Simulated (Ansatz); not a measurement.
# A computed series for hypothetical cubic perovskite KMnBr3: response to strain

Consider KMnBr$_{3}$ in the cubic perovskite structure (space group Pm-3m, No. 221; a = 5.364 Å; ferromagnetic; a hypothetical phase, not in the database extracts checked). Axes: x, y, z lie along the cube axes.

Strains are applied to the cell and any free atomic positions relax; under biaxial strain the out-of-plane vector relaxes too.

Calculations: PBE, PAW, 420 eV (Ansatz, an electronic-structure program; scalar-relativistic without spin-orbit coupling).

Candidates:
(a) strain tensor (xx, yy, zz, yz, xz, xy) = (−0.24, −0.79, +0.42, +0.68, −0.08, −0.28) %
(b) biaxial strain −3.47 %, plane normal [110], relaxed out of plane
(c) uniaxial strain ε_yy = −2.77 %
(d) strain tensor (xx, yy, zz, yz, xz, xy) = (−0.78, +0.75, +0.21, +0.98, +1.26, −0.57) %
(e) uniaxial strain ε_yy = −5.92 %

Notes on the quantities. energy relative to the base: free energy F.

Question: Order them by energy relative to the base, highest first.

Answer: (e) uniaxial strain ε_yy = −5.92 % (+19 meV/atom), (b) biaxial strain −3.47 %, plane normal [110], relaxed out of plane (+12 meV/atom), (c) uniaxial strain ε_yy = −2.77 % (+3.8 meV/atom), (d) strain tensor (xx, yy, zz, yz, xz, xy) = (−0.78, +0.75, +0.21, +0.98, +1.26, −0.57) % (+1.6 meV/atom), (a) strain tensor (xx, yy, zz, yz, xz, xy) = (−0.24, −0.79, +0.42, +0.68, −0.08, −0.28) % (+0.6 meV/atom)

Stability against distortions was not tested. No Hubbard U is applied and the magnetic state is the run's own (KMnBr3 ferromagnetic); small cells can't hold the antiferromagnetic order that many such compounds have, so gaps and moments can be off. Many cubic perovskites are stable only at high temperature; tilts and polar distortions were not tested.
